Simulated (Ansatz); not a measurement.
Take YN in the rock salt structure (space group Fm-3m, No. 225; a = 4.820 Å) as the base. Axes: x, y, z lie along the cube axes.

Method: LDA (Ansatz, a quantum-chemistry and plane-wave program, PAW, no spin-orbit coupling).

For the base:

| Property | Value |
|---|---|
| Pressure | 0.0 GPa |
| Shortest interatomic distance | 4.554 bohr |

Perturbation: biaxial strain +0.50 %, plane normal [001], relaxed out of plane (Cartesian); in-plane vectors clamped, the third vector and the atoms free.

Q: How does this affect the pressure, energy relative to the base and shortest interatomic distance?

A: The pressure (mean of the normal stresses, compression positive) goes from zero to -1.4 GPa; the energy goes up by 0.9 meV/atom; the shortest interatomic distance falls by 0.010 bohr, from 4.554 bohr to 4.544 bohr.

Stability against distortions was not tested. The final runs are not spin-polarised. Gaps under 0.05 eV, about the width of the smearing, are given as zero.
